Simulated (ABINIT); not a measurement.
ABINIT run on Li₃YSb₂ (P-3m1, 6 atoms in the cell): self-consistent single point.

Level of theory: PBEsol, norm-conserving pseudopotentials (PseudoDojo nc-sr-04 PBEsol standard) (plane waves; ABINIT).

```
Li3YSb2
1.0
    4.53148     0.00000     0.00000
   -2.26574     3.92438     0.00000
    0.00000     0.00000     7.18739
Li Y Sb
3 1 2
Direct
  0.33333   0.66667   0.65101
  0.66667   0.33333   0.34899
  0.00000   0.00000   0.50000
  0.00000   0.00000   0.00000
  0.33333   0.66667   0.24925
  0.66667   0.33333   0.75075
```

Reference input (self-consistent single point, DFT, PBEsol, plane waves, norm-conserving pseudopotentials (PseudoDojo nc-sr-04 PBEsol standard)): pseudos = [Li.upf, Y.upf, Sb.upf]; ecut = 40 Ha; occopt = 3; tsmear = 0.136 eV; ngkpt = 6 6 3; nshiftk = 1; shiftk = 0 0 0; potentials = PseudoDojo nc-sr-04 PBEsol standard; nband = 33; kptopt = 1; nstep = 100; tolvrs = 1e-10. This run's input differs from it in these lines:

```diff
@@ -25,3 +25,3 @@
 kptopt 1
-ngkpt 6 6 3
+ngkpt 7 7 4
 nshiftk 1
```

Output (repeated stretches shortened):

```
--- !BeginCycle
solver: {iscf: 7, nstep: 100, nline: 4, wfoptalg: 0, }
tolerances: {tolvrs: 1.00E-10, }
...

     iter   Etot(hartree)      deltaE(h)  residm     vres2
 ETOT  1  -243.06043710903    -2.431E+02 1.034E+00 1.664E+03
 ETOT  2  -243.95750513571    -8.971E-01 1.417E-02 1.235E+01
 ETOT  3  -243.95813702379    -6.319E-04 1.172E-02 1.171E+00
 ETOT  4  -243.95819776438    -6.074E-05 4.757E-03 2.957E-01
 ETOT  5  -243.95823802799    -4.026E-05 5.802E-03 2.880E-03
   [... 2 lines left out ...]
 ETOT  8  -243.95823826384    -1.888E-09 1.063E-03 1.309E-06
 ETOT  9  -243.95823826393    -8.947E-11 4.325E-04 1.335E-08
 ETOT 10  -243.95823826394    -1.245E-11 9.622E-04 1.996E-10
 ETOT 11  -243.95823826394     2.615E-12 3.363E-04 5.373E-12
 At SCF step   11       vres2   =  5.37E-12 < tolvrs=  1.00E-10 =>converged.

 Cartesian components of stress tensor (hartree/bohr^3)
  sigma(1 1)=  5.12566603E-05  sigma(3 2)=  0.00000000E+00
  sigma(2 2)=  5.12566600E-05  sigma(3 1)=  0.00000000E+00
  sigma(3 3)=  7.08426994E-05  sigma(2 1)= -4.10017698E-14

 ----iterations are completed or convergence reached----

 reduced coordinates (array xred) for    6 atoms
       0.333333333333      0.666666666667      0.651010000660
       0.666666666667      0.333333333333      0.348989999340
       0.000000000000      0.000000000000      0.500000000000
       0.000000000000      0.000000000000      0.000000000000
       0.333333333333      0.666666666667      0.249249998904
       0.666666666667      0.333333333333      0.750750001096
 cartesian forces (eV/Angstrom) at end:
   [... lines left out ...]
 Fermi (or HOMO) energy (hartree) =   0.14125   Average Vxc (hartree)=  -0.35254
   [... lines left out ...]
total_energy        : -2.43958238263937E+02
total_energy_eV     : -6.63844126720933E+03
band_energy         : -3.44708863411041E+01
...

-Cartesian components of stress tensor (GPa)         [Pressure= -1.7001E+00 GPa]
- sigma(1 1)=  1.50802276E+00  sigma(3 2)=  0.00000000E+00
- sigma(2 2)=  1.50802275E+00  sigma(3 1)=  0.00000000E+00
- sigma(3 3)=  2.08426382E+00  sigma(2 1)= -1.20631351E-09

 Calculation completed.
```

The run converged in 11 iterations. Against the reference run the free energy falls by 1.1 meV/atom, the pressure moves little (-1.69 to -1.70 GPa) and the largest force goes from 0.101 to 0.106 eV/Å.

The starting cell comes from a database of computed structures (which also holds hypothetical and non-ambient phases and stackings), without a prior relaxation at this level.

Cost on one core of a shared machine: roughly 5 min.
